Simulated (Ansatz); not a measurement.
Ansatz (a quantum-chemistry and plane-wave program) run on SiNi (R3, 8 atoms in the cell): relaxation of the atoms.

Method of the run: LDA (PW92), default PAW files made with PBE (plane waves; Ansatz).

The change in words: one atom moved by 0.15 angstrom; relax: default → atoms; relax.f_tol: default → 0.001 eV/Å. Reference geometry:
```xyz
8
Lattice="4.5262 0.0000 0.0000 0.0000 4.5262 0.0000 0.0000 0.0000 4.5262" Properties=species:S:1:pos:R:3 pbc="T T T"
Si     2.9564     0.6933     1.5698
Si     3.8329     3.8329     3.8329
Si     0.6933     1.5698     2.9564
Si     1.5698     2.9564     0.6933
Ni     1.5864     3.8495     2.9398
Ni     0.6767     0.6767     0.6767
Ni     3.8495     2.9398     1.5864
Ni     2.9398     1.5864     3.8495
```

Reference input (self-consistent single point, DFT, LDA (PW92), plane waves, default PAW files made with PBE): basis.ecutwfc = 420 eV; kpoints.mp_grid.grid = 7 7 7; hamiltonian.xc = lda; hamiltonian.pseudopotentials = {kind: paw} (the program's default PAW files); scf.occupations.method = gaussian; scf.occupations.width = 0.1 eV. This run's input differs from it in these lines:

```diff
@@ -7,3 +7,3 @@
     - { symbol: Si, position: [0.653170, 0.153170, 0.346830] }
-    - { symbol: Si, position: [0.846830, 0.846830, 0.846830] }
+    - { symbol: Si, position: [0.865964, 0.865964, 0.865964] }
     - { symbol: Si, position: [0.153170, 0.346830, 0.653170] }
@@ -23,2 +23,4 @@
   occupations: { method: gaussian, width: 0.1 eV }
+relax:
+  f_tol: 0.001
 output:
```

Output (repeated stretches shortened):

```
   [... SCF lines of the steps left out ...]
relax step   1: F+E_penalty+E_count = -25531.80981552 eV  Δ(F+E_penalty+E_count) = +0.000e0 eV  max|allowed force component| = 9.212e-1 eV/Å  Δτ_max = 0.0000 Å  (7 SCF iters, dr2 threshold 1.00e-7 eV, accepted)
relax step   2: F+E_penalty+E_count = -25531.87455461 eV  Δ(F+E_penalty+E_count) = -6.474e-2 eV  max|allowed force component| = 6.180e-1 eV/Å  Δτ_max = 0.0446 Å  (6 SCF iters, dr2 threshold 5.30e-5 eV, accepted)
relax step   3: F+E_penalty+E_count = -25531.93418873 eV  Δ(F+E_penalty+E_count) = -5.963e-2 eV  max|allowed force component| = 1.220e-2 eV/Å  Δτ_max = 0.0942 Å  (6 SCF iters, dr2 threshold 2.39e-5 eV, accepted)
relax step   4: F+E_penalty+E_count = -25531.93418918 eV  Δ(F+E_penalty+E_count) = -4.470e-7 eV  max|allowed force component| = 1.214e-2 eV/Å  Δτ_max = 0.0000 Å  (6 SCF iters, accepted)
relax step   5: F+E_penalty+E_count = -25531.93443671 eV  Δ(F+E_penalty+E_count) = -2.475e-4 eV  max|allowed force component| = 7.968e-4 eV/Å  Δτ_max = 0.0060 Å  (6 SCF iters, dr2 threshold 9.22e-9 eV, accepted)
relax step   6: F+E_penalty+E_count = -25531.93443671 eV  Δ(F+E_penalty+E_count) = -7.967e-10 eV  max|allowed force component| = 7.962e-4 eV/Å  Δτ_max = 0.0000 Å  (7 SCF iters, accepted)
the relaxation is at rest under the 3 symmetry operations that the run kept from its start: a minimum is not shown …
Stability not checked: this state was not tested for a lower state beside it, because too few of the mixer's solves of this state at the end of the SCF gave a …
Free energy (F): -25531.934437 eV
Internal energy: -25531.920504 eV  (E = F + TS)
E sigma→0 (E₀):  -25531.927470 eV
Entropy (-TS):   -0.013933 eV (-1.742 meV/atom)
Fermi energy:    15.804204 eV
--- Forces (eV/Å), atoms counted from 1 ---
  atom   1  Si     0.00001471    -0.00037738     0.00006294
   [... lines left out ...]
    - { symbol: Ni, position: [0.3551603766248967, 0.855168697275974, 0.6496170950965428] }
    - { symbol: Ni, position: [0.14961618235720384, 0.14961618235720384, 0.14961618235720384] }
    - { symbol: Ni, position: [0.855168697275974, 0.6496170950965428, 0.3551603766248967] }
    - { symbol: Ni, position: [0.6496170950965428, 0.3551603766248967, 0.855168697275974] }
```

The run converged.  The full log also holds: “iter 5 did not close the SCF: its close was put off for the readings that it lacked (scf_convergence_deferred on its scf_iter line)”. The full log also holds: “iter 5 did not close the SCF: its close was put off for the readings that it lacked (scf_convergence_deferred on its scf_iter line)”.

Summary of the result:
Free energy E − TS (on the zero of these files): -25531.9344 eV
Fermi level (on the code's own zero): 15.80 eV
Pressure: -11.60 GPa
Largest force (vector length): 0.001 eV/Å
Relaxation steps: 6

The starting cell comes from a database of computed structures (which also holds hypothetical and non-ambient phases and stackings), without a prior relaxation at this level. Its lattice was rescaled by up to half a per cent. For this run, on top of that: one atom moved by 0.15 angstrom. Spin polarisation is off. The relaxation keeps the symmetry of its start, so its end need not be a minimum. Ansatz's pressure includes its estimate of the finite-basis (Pulay) stress.

Cost on one core of a shared machine: roughly 4 min.

Keys are those of Ansatz 0.2.
